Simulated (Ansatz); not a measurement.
O interstitial started at a bond centre + P on the Si site (second shell) in silicon

Method: PBE, PAW (plane waves to 420 eV; Ansatz, an electronic-structure program). The supercell holds 64 host sites (2×2×2 repeats of the unit cell), with a 2×2×2 shifted k-point sampling for the final energies. Sites at the start: bond centre of Si and Si, 2.37 Å; Si 2.73 Å away. Energies of charged states are corrected for periodic images (point charge plus alignment at distant sites). Dielectric constants: PBE linear response of the host. Host gap at this level: 0.61 eV. These values are not converged in cell size to better than tenths of an eV. The semilocal functional narrows the gap, so deep levels can fall outside it. Spin–orbit coupling is left out. Each state is the lowest found from its start.

```tsv
charge	moment (μB)	point group	largest move off a lattice site (Å)	image correction with alignment (eV)
+1	not spin-polarised	Cs	0.40	0.20
0†	quenched	–	0.44	0.00
−1†	not spin-polarised	–	0.45	0.01
```

† Not settled in this cell, so no level is given: charge 0: a level filled in part, carriers not clearly localised, level within 0.1 eV of a band edge or past it; charge −1: carriers not clearly localised, level within 0.1 eV of a band edge or past it.

Point groups are those of the whole cell at tolerances of 0.03 and 0.1 Å ("near" where only the looser one holds); none is given for unsettled states.

Starting moments that weren't kept: charge 0 began with 1 μB and ended with 0.0.
